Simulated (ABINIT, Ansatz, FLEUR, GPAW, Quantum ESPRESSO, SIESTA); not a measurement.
Ti6O (P-31m, 7 atoms in the cell) computed with different codes at matched settings

Self-consistent single point, at a second geometry (lattice scaled by 0.98). First geometry:

```
CELL_PARAMETERS angstrom
      5.10479     0.00000     0.00000
     -2.55240     4.42088     0.00000
      0.00000     0.00000     4.73055
ATOMIC_POSITIONS crystal
  Ti 0.66886 0.66886 0.26073
  Ti 0.33114 0.33114 0.73927
  Ti 0.33114 0.00000 0.26073
  Ti 0.66886 0.00000 0.73927
  Ti 0.00000 0.33114 0.26073
  Ti 0.00000 0.66886 0.73927
  O  0.00000 0.00000 0.00000
```

Shared settings, as Ansatz (a first-principles code) writes them: kpoints.mp_grid.grid = 5 5 5; scf.occupations.method = gaussian; scf.occupations.width = 0.05 eV. Potentials and cutoffs stand in the table.

```csv
code,model,ΔF from the first geometry (meV/atom),pressure (GPa),largest force (eV/Å),cutoff
SIESTA,"GGA PBEsol, numerical atomic orbitals DZP, PseudoDojo PBEsol standard norm-conserving potentials (rewritten from UPF to PSML)",-10.8,2.85,0.189,grid 300 Ry
ABINIT,"PBEsol, PAW (JTH v2.0 PBE PAW, files made for PBE)",3.2,5.15,0.186,816 eV
FLEUR,"PBEsol, all-electron FLAPW (FLEUR), scalar-relativistic valence",–,–,0.182,Kmax 4.5 1/bohr
GPAW,"PBEsol, GPAW PAW datasets PBEsol (made by gpaw-setup)",5.6,–,0.219,950 eV
Ansatz,"PBEsol, PAW files made with PBE",0.6,4.76,0.168,default
Quantum ESPRESSO,"PBEsol, PseudoDojo standard norm-conserving (PBESOL) pseudopotentials",0.8,4.90,0.162,85 Ry
```

A dash marks a value that a program does not give, or that is left out as unsure.

On Ansatz's run: spin polarisation is off, so a magnetic state, if there is one, cannot be reached.

The spread over the programs that give each value: ΔF from the first geometry within 16.4 meV/atom; pressure within 2.30 GPa; largest force within 0.057 eV/Å.

SIESTA uses small atom-centred bases, whose incompleteness enters pressures, forces and empty levels differently from a plane-wave cutoff. FLEUR treats all electrons, but the usual bases taken here (sphere radii, linearisation, local orbitals, empty states) were not tested for convergence, so the values are no reference for the others. Ansatz's pressure is given at a fixed set of plane waves, as the other plane-wave codes print theirs; with its correction for the finite basis it is 4.87 GPa. The pressure of GPAW is left out: its cutoff lies under the one at which its stress was checked. In the pressure, SIESTA (by 2.05) lies more than 1 GPa from the median of the plane-wave programs.

The starting cell comes from a database of computed structures (which also holds hypothetical and non-ambient phases and stackings), without a prior relaxation at this level. For this run, on top of that: lattice scaled by 0.98.

Left out of this page: Elk (not drawn, or without a comparable value).

Keys are those of Ansatz 0.2.
